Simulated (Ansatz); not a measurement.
Ansatz (a first-principles code) run on FePt (P4/mmm, 2 atoms in the cell): relaxation of cell and atoms.

Method of the run: PBE, PAW files (plane waves; Ansatz).

```xyz
2
Lattice="2.7937 0.0000 0.0000 0.0000 2.7937 0.0000 0.0000 0.0000 3.8274" Properties=species:S:1:pos:R:3 pbc="T T T"
Fe     0.0000     0.0000     0.0000
Pt     1.3969     1.3969     1.9137
```
Moments meant for the start (each program seeds them in its own way; μB, in the order of the atoms Fe Pt): 4.0 1.0.

Reference input (self-consistent single point, DFT, PBE, plane waves, PAW files): basis.ecutwfc = 420 eV; kpoints.mp_grid.grid = 12 12 9; hamiltonian.xc = pbe; hamiltonian.pseudopotentials = {kind: paw} (the program's default PAW files); magnetization.spin_polarized = true; scf.occupations.method = fermi_dirac; scf.occupations.width = 0.136 eV. This run's input differs from it in these lines:

```diff
@@ -19,2 +19,4 @@
   occupations: { method: fermi_dirac, width: 0.136 eV }
+relax:
+  cell: {}
 output:
```

The program printed (abridged):

```
   [... SCF lines of the steps left out ...]
relax step   1: F+E_penalty+E_count = -17005.63430163 eV  Δ(F+E_penalty+E_count) = +0.000e0 eV  max|allowed force component| = 3.402e-30 eV/Å  Δτ_max = 0.0000 Å  P = -10.528 GPa  Ω = 29.873 Å³  (12 SCF iters, dr2 threshold 1.00e-7 eV, accepted)
relax step   2: F+E_penalty+E_count = -17005.66463921 eV  Δ(F+E_penalty+E_count) = -3.034e-2 eV  max|allowed force component| = 5.246e-29 eV/Å  Δτ_max = 0.0000 Å  P = +9.636 GPa  Ω = 26.888 Å³  energy of the carried Pulay correction = +2.250e-3 eV  [...]
   [... lines left out ...]
relax step   4: F+E_penalty+E_count = -17005.69817201 eV  Δ(F+E_penalty+E_count) = -6.249e-4 eV  max|allowed force component| = 2.912e-28 eV/Å  Δτ_max = 0.0000 Å  P = -0.018 GPa  Ω = 28.086 Å³  energy of the carried Pulay correction = +1.319e-3 eV  [...]
relax step   5: F+E_penalty+E_count = -17005.69671253 eV  Δ(F+E_penalty+E_count) = +1.459e-3 eV  max|allowed force component| = 2.913e-28 eV/Å  Δτ_max = 0.0000 Å  P = +0.009 GPa  Ω = 28.086 Å³  stress off target by 3.39e-2 GPa  SCF on the basis [...]
basis re-selected at this cell: Δ(F+E_penalty+E_count) = +1.459e-3 eV, ΔP = +0.028 GPa vs the last step
the relaxation is at rest under the 16 symmetry operations that the run kept from its start: a minimum is not shown …
the relaxation's final electronic state is not compared with the one that a single-point calculation of its input finds at the relaxed geometry …
Magnetization: 3.3080 μB (18.6540 up, 15.3460 down)
   [... lines left out ...]
Absolute magnetization: 3.4789 μB (∫|ρ↑−ρ↓|, with the PAW one-centre terms)
Free energy (F): -17005.696713 eV
Fermi energy:    20.084955 eV
   [... lines left out ...]
to start a new deck from the relaxed geometry:
  cell:  # Å, volume = 28.0861 Å³
    - [2.7350702476878497, 1.3439053732090685e-33, 0.0]
    - [1.3439053732090685e-33, 2.7350702476878497, 0.0]
    - [0.0, 0.0, 3.754519790630151]
  atoms:
    - { symbol: Fe, position: [5.147557589468029e-85, -8.617151638693026e-36, 0.0] }
    - { symbol: Pt, position: [0.5, 0.5, 0.5000000000000001] }
```

The run converged. 

Summary of the result:
* **Free energy E − TS (on the zero of these files)**: -17005.6967 eV
* **Fermi level (on the code's own zero)**: 20.08 eV
* **Pressure**: 0.01 GPa
* **Size of the cell's spin moment**: 3.31 μB
* **Final cell**: a = b = 2.7351 Å, c = 3.7545 Å, α = β = γ = 90.00°
* **Final volume per atom**: 14.04 Å³
* **Relaxation steps**: 5

The starting cell comes from a database of computed structures (which also holds hypothetical and non-ambient phases and stackings), without a prior relaxation at this level. Its lattice was rescaled by a random factor within 2.5 % of one. The magnetic order is the one reached from the typed start; others were not searched systematically. The relaxation keeps the symmetry of its start, so its end need not be a minimum. Ansatz's pressure includes its estimate of the finite-basis (Pulay) stress.

Cost on one core of a shared machine: roughly 60 s.

Keys are those of Ansatz 0.2.
